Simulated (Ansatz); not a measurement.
**Ta2N (model structure, started from the CdI2 type, P-3m1, No. 164, 3 atoms in the cell): c axis length by level of theory**

No measured value is used here.

```csv
level (code),value (Å)
PBE (Ansatz),[?]
PBEsol (Ansatz),4.823
PBE-D3(BJ) (Ansatz),4.852
```

Problem. Fill in the missing entries.

Solution. 
- PBE (Ansatz, an electronic-structure program), value (Å): 4.879

Density-functional levels without +SOC have no spin–orbit coupling. Ansatz's density-functional and Hartree–Fock values are scalar-relativistic unless marked +SOC, with PAW data made under PBE.

A model structure was made by putting elements into a prototype or built by hand; it is no filed structure, need not be a known phase, and can be a saddle point held by its symmetry.
